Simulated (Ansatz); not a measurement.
The starting structures come from a database of crystals and need not be the phases stable at ambient conditions.

 Where the default PAW files enter, the runs use the earlier of Ansatz's two default sets.

Inside the gap of an insulator the Bloch states are evanescent, with a wavenumber k + iκ along the transport direction.

Input:

```
Ga2AsP
1.0
    3.93022     0.00000     0.00000
   -1.96511     6.51678     0.00000
    1.96511     0.59257     3.35169
Ga P As
2 1 1
Direct
  0.99511   0.99267   0.00244
  0.00499   0.50748   0.49751
  0.25005   0.87507   0.37498
  0.24986   0.37479   0.87507
```

Space group of this cell: R3m. The cell is taken as given.

Transport runs along the normal of the first two printed cell vectors, the (101) plane of the conventional cell.

The gap is the functional's own. No spin-orbit coupling. Mid-gap values are interpolated on the energy grid.

Predict the band gap and the smallest decay constant κ at mid-gap from PBEsol run with Ansatz (a first-principles code).

Gap 0.93 eV on a 10×10×10 mesh; κ = 0.060 1/Å, at the zone centre.
